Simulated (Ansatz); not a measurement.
**What Al → B does to Al**

Take Al in the fcc (Cu type) structure (space group Fm-3m, No. 225; a = 4.014 Å) as the base.

Modification: full substitution Al → B; the structure is relaxed again.

Method: plane-wave PAW DFT at the PBEsol level (Ansatz, a program for electronic structure, 420 eV), spin-orbit coupling left out. Γ-centred 28×28×28 mesh, Fermi–Dirac width 0.05 eV, for the changed cell.

| quantity | base | changed | shift |
|---|---|---|---|
| volume per atom | 16.17 Å³ | 5.82 Å³ | -10.35 Å³ |
| density | 2.77 g/cm³ | 3.08 g/cm³ | +0.31 g/cm³ |
| space group | Fm-3m (No. 225) | Fm-3m (No. 225) | – |
| shortest interatomic distance | 2.839 Å | 2.020 Å | -0.819 Å |
| band gap | zero | zero | – |

Cost of the whole job for the changed cell (relaxation, final SCF and bands): around 18 core-seconds (rough).

Stability against distortions was not tested. As relaxed here, B is a hypothetical phase, not in the database extracts checked.
